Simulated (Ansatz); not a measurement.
Response to strain in W3N4

The reference is W₃N₄ (space group Pm-3m, No. 221; a = 4.1792 Å). Axes: x, y, z lie along the cube axes.

Strains are applied to the cell and any free atomic positions relax; under stress the whole cell relaxes.

Calculations: PBEsol (Ansatz, a program for electronic structure, PAW, without spin-orbit coupling).

Notes on the quantities. energy relative to the base: free energy F.

```json
[
 {"case": "base", "energy relative to the base": "0 meV/atom", "shortest interatomic distance": "2.090 Å"},
 {"case": "uniaxial strain ε_zz = +4.32 %", "energy relative to the base": "+42 meV/atom", "shortest interatomic distance": "2.090 Å"},
 {"case": "uniaxial stress, 3 GPa compression along z", "energy relative to the base": "+0.4 meV/atom", "shortest interatomic distance": "2.082 Å"},
 {"case": "tensor shear ε_xz = −0.89 %", "energy relative to the base": "+0.5 meV/atom", "shortest interatomic distance": "2.090 Å"}
]
```

Without a gap, meshes like the base's 11×11×11 leave anisotropic stresses uncertain by several tenths of a GPa, and small strain energies with them. Stability under load was not tested beyond the relaxation. The final runs are not spin-polarised.
